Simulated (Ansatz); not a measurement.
For SnO2 in the rutile structure at 550 K, the quasi-harmonic free energy with LDA density-functional theory in Ansatz (plane waves, PAW) gives a volume expansion coefficient α_V = 8.88 × 10⁻⁶ K⁻¹, an isothermal bulk modulus B_T = 235.2 GPa, a molar volume V_m = 20.654 cm³/mol and C_V = 67.07 J/(mol K). Dynamical quadrupoles are not included in the interpolation of the phonons between the solved wave vectors. Spin-orbit coupling is not included. The pressure is 10 GPa. The structure is held there; whether it is the stable one at that pressure was not tested.

### Question
Work out the Grüneisen parameter, C_P and the adiabatic bulk modulus.

### Answer
γ = α_V B_T V_m / C_V = 0.64. C_P − C_V = α_V² B_T V_m T = 0.21 J/(mol K), so C_P = 67.28 J/(mol K). B_S = B_T C_P/C_V = B_T (1 + α_V γ T) = 235.9 GPa.

The PAW data sets were generated under PBE and serve the other functionals too.

Ansatz is a quantum-chemistry and plane-wave program.
